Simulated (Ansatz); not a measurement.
# Effect of 5 layers on YN

Base system: YN in the rock salt structure (space group Fm-3m, No. 225; a = 4.896 Å). Axes: x, y, z lie along the cube axes.

Now apply this change: a free-standing slab of 5 layers (10 atoms, 2 a layer) is cut normal to the z axis, with 15 Å of vacuum and the in-plane cell held at bulk.

All numbers come from Kohn–Sham DFT with the r2SCAN functional, run in Ansatz (a quantum-chemistry and plane-wave program) with PAW and 500 eV plane waves, without spin-orbit coupling. Γ-centred 10×10×1 mesh, Fermi–Dirac width 0.05 eV, for the changed cell.

- Layer's space group (with vacuum): P4/mmm (No. 123)
- Shortest interatomic distance: 2.340 Å (base 2.448 Å)
- Band gap: 0.61 eV (base 0.58 eV)
- Gap character: direct at Γ
- Valence-band top at Γ (three highest levels, from the VBM): 0.00, 0.00, -0.11 eV (base 0.00, 0.00, 0.00 eV)
- Excess energy per area of both faces (slab less bulk energy over the cell's area: twice a surface energy): 2.27 J/m²
- Thickness between the outermost nuclei: 9.67 Å
- Change of the spacing d12 from its bulk value of 2.448 Å: -3.9 %
- Change of the spacing d23 from its bulk value of 2.448 Å: +0.5 %

Final structure:

```
CELL_PARAMETERS angstrom
      3.46176     0.00000     0.00000
      0.00000     3.46176     0.00000
      0.00000     0.00000    24.79134
ATOMIC_POSITIONS crystal
  N  0.25000 0.75000 0.30678
  Y  0.75000 0.25000 0.30502
  N  0.75000 0.25000 0.40045
  Y  0.25000 0.75000 0.40118
  N  0.25000 0.75000 0.50000
  Y  0.75000 0.25000 0.50000
  N  0.75000 0.25000 0.59955
  Y  0.25000 0.75000 0.59882
  N  0.25000 0.75000 0.69322
  Y  0.75000 0.25000 0.69498
```

Slab and bulk use different k-meshes, which limits the precision of the excess energy. Stability against distortions was not tested. k-point labels follow each cell's own Brillouin zone.
